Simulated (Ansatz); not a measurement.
Consider GaAs in the zinc blende structure (space group F-43m, No. 216; a = 5.666 Å). Axes: x, y, z lie along the cube axes.

Calculations: r2SCAN in Ansatz (plane waves to 500 eV, PAW, without spin-orbit coupling), earlier PAW set.

The change: biaxial strain −2.23 %, plane normal [001], relaxed out of plane (Cartesian); in-plane vectors clamped, the third vector and the atoms free.

Problem. What happens to the ratio −ε⊥/ε∥ and energy relative to the base?

Solution. The ratio −ε⊥/ε∥ is 0.84; the energy rises by 9.3 meV/atom.

Stability against distortions was not tested.

Ansatz is a program for electronic structure.
